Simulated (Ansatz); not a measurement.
Effective masses and thermopower of GaN under load (space group P6_3mc)

Input:

```
GaN
1.0
    3.18628     0.00000     0.00000
   -1.59314     2.75940     0.00000
    0.00000     0.00000     5.15541
Ga N
2 2
Direct
  0.66667   0.33333   0.49860
  0.33333   0.66667   0.99860
  0.66667   0.33333   0.87640
  0.33333   0.66667   0.37640
```

Level of theory: PBEsol with spin-orbit coupling, rigid bands (plane waves, PAW; Ansatz, a first-principles code). Condition of this run: uniaxial stress zz = 2 GPa (compression positive) (the target of the relaxation). Geometry: cell and atoms relaxed with PBEsol, then loaded as said.

```yaml
band_gap: 1.92 eV
electron conductivity mass (300 K, dilute): 0.187 (x), 0.187 (y), 0.171 (z) mₑ
hole conductivity mass (300 K, dilute): 1.60 (x), 1.60 (y), 1.43 (z) mₑ
effective density of states N_c (300 K): 1.9e18 cm⁻³
effective density of states N_v (300 K): 1.1e20 cm⁻³
density_of_states_mass_electrons: 0.181 mₑ
density_of_states_mass_holes: 2.6 mₑ
Seebeck coefficient, n-type 1e19 cm⁻³, 300 K: -105 μV/K
best n-type power factor at 300 K for τ = 10 fs (best axis; densities from 1e16 to 1e21 cm⁻³ tried, whether or not they can be reached): 1.73 μW/(cm·K²) at 1e19 cm⁻³
Seebeck coefficient, p-type 1e19 cm⁻³, 300 K: 433 μV/K
best p-type power factor at 300 K for τ = 10 fs (best axis; densities from 1e16 to 1e21 cm⁻³ tried, whether or not they can be reached): 14.2 μW/(cm·K²) at 3e20 cm⁻³
```

Rigid bands; masses and Seebeck coefficients take one relaxation time τ for all states and one kind of carrier; polarons and phonon drag are left out.
